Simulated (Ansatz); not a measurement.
Electronic density of states of amorphous Ti20O43Al2, density 3.56 g/cm³, on a 2×2×2 Γ-centred mesh with a Gaussian width of 0.1 eV; energies count from the Fermi level, whose place inside the gap is arbitrary. Cell and mesh are small, so fine structure isn't converged. These are PBE, scalar-relativistic without spin-orbit coupling (plane waves to 420 eV, PAW; Ansatz, a first-principles code) values and carry that method's errors. Sampling: a 2×2×2 Γ-centred mesh; Fermi-Dirac width 0.02 eV; no spin polarisation. At PBE the levels at the filled edge of the gap are localised (band-tail or defect states).

A CHGNet melt-quench gave the starting glass, which DFT then relaxed. O atoms were pushed apart under 1.9 Å during the dynamics, to hinder bonds among them. The hot cell started wider than the set density and was brought back towards it in steps. It is the lowest in DFT energy of 2 quenches. It is a model cell: composition and starting density were chosen by hand, and all elements were melted together. No dispersion term was used. Its density started from a set value of 3.56 and ended at 3.56 g/cm³. The quench (nominally 360 K/ps over its main leg) was far faster than any real one, so the model tends to hold more defects than a real film. Values belong to this one cell and scatter from quench to quench. The volume was held where the preparation left it, at a PBE pressure of 3.3 GPa. Stress components on the final sampling reach 4.7 GPa.

| E - EF (eV) | states/(eV atom) |
|---|---|
| -12.00 | 0.00 |
| -11.90 | 0.00 |
| -11.80 | 0.00 |
| -11.70 | 0.00 |
| -11.60 | 0.00 |
| -11.50 | 0.00 |
| -11.40 | 0.00 |
| -11.30 | 0.00 |
| -11.20 | 0.00 |
| -11.10 | 0.00 |
| -11.00 | 0.00 |
| -10.90 | 0.00 |
| -10.80 | 0.00 |
| -10.70 | 0.00 |
| -10.60 | 0.00 |
| -10.50 | 0.00 |
| -10.40 | 0.00 |
| -10.30 | 0.00 |
| -10.20 | 0.00 |
| -10.10 | 0.00 |
| -10.00 | 0.00 |
| -9.90 | 0.00 |
| -9.80 | 0.00 |
| -9.70 | 0.00 |
| -9.60 | 0.00 |
| -9.50 | 0.00 |
| -9.40 | 0.00 |
| -9.30 | 0.00 |
| -9.20 | 0.00 |
| -9.10 | 0.00 |
| -9.00 | 0.00 |
| -8.90 | 0.00 |
| -8.80 | 0.00 |
| -8.70 | 0.00 |
| -8.60 | 0.00 |
| -8.50 | 0.00 |
| -8.40 | 0.00 |
| -8.30 | 0.00 |
| -8.20 | 0.00 |
| -8.10 | 0.00 |
| -8.00 | 0.00 |
| -7.90 | 0.00 |
| -7.80 | 0.00 |
| -7.70 | 0.00 |
| -7.60 | 0.00 |
| -7.50 | 0.00 |
| -7.40 | 0.00 |
| -7.30 | 0.02 |
| -7.20 | 0.12 |
| -7.10 | 0.14 |
| -7.00 | 0.03 |
| -6.90 | 0.00 |
| -6.80 | 0.00 |
| -6.70 | 0.00 |
| -6.60 | 0.01 |
| -6.50 | 0.09 |
| -6.40 | 0.15 |
| -6.30 | 0.05 |
| -6.20 | 0.03 |
| -6.10 | 0.17 |
| -6.00 | 0.40 |
| -5.90 | 0.60 |
| -5.80 | 0.74 |
| -5.70 | 0.77 |
| -5.60 | 0.85 |
| -5.50 | 0.84 |
| -5.40 | 0.82 |
| -5.30 | 0.92 |
| -5.20 | 1.07 |
| -5.10 | 1.14 |
| -5.00 | 1.16 |
| -4.90 | 1.17 |
| -4.80 | 1.16 |
| -4.70 | 1.09 |
| -4.60 | 0.98 |
| -4.50 | 0.90 |
| -4.40 | 0.93 |
| -4.30 | 0.88 |
| -4.20 | 0.89 |
| -4.10 | 0.92 |
| -4.00 | 0.84 |
| -3.90 | 0.81 |
| -3.80 | 0.83 |
| -3.70 | 0.84 |
| -3.60 | 0.79 |
| -3.50 | 0.78 |
| -3.40 | 0.84 |
| -3.30 | 0.87 |
| -3.20 | 0.89 |
| -3.10 | 0.88 |
| -3.00 | 0.81 |
| -2.90 | 0.82 |
| -2.80 | 0.83 |
| -2.70 | 0.81 |
| -2.60 | 0.86 |
| -2.50 | 0.91 |
| -2.40 | 0.91 |
| -2.30 | 0.90 |
| -2.20 | 0.92 |
| -2.10 | 1.00 |
| -2.00 | 0.93 |
| -1.90 | 0.73 |
| -1.80 | 0.58 |
| -1.70 | 0.49 |
| -1.60 | 0.34 |
| -1.50 | 0.11 |
| -1.40 | 0.08 |
| -1.30 | 0.16 |
| -1.20 | 0.07 |
| -1.10 | 0.01 |
| -1.00 | 0.00 |
| -0.90 | 0.00 |
| -0.80 | 0.00 |
| -0.70 | 0.00 |
| -0.60 | 0.00 |
| -0.50 | 0.00 |
| -0.40 | 0.00 |
| -0.30 | 0.00 |
| -0.20 | 0.00 |
| -0.10 | 0.00 |
| 0.00 | 0.00 |
| 0.10 | 0.00 |
| 0.20 | 0.00 |
| 0.30 | 0.00 |
| 0.40 | 0.00 |
| 0.50 | 0.00 |
| 0.60 | 0.00 |
| 0.70 | 0.00 |
| 0.80 | 0.00 |
| 0.90 | 0.00 |
| 1.00 | 0.00 |
| 1.10 | 0.01 |
| 1.20 | 0.09 |
| 1.30 | 0.39 |
| 1.40 | 0.73 |
| 1.50 | 0.79 |
| 1.60 | 0.72 |
| 1.70 | 0.76 |
| 1.80 | 0.87 |
| 1.90 | 0.93 |
| 2.00 | 1.00 |
| 2.10 | 1.02 |
| 2.20 | 0.88 |
| 2.30 | 0.72 |
| 2.40 | 0.71 |
| 2.50 | 0.77 |

The level gap on this mesh is 2.55 eV; the broadening fills part of it in the curve.
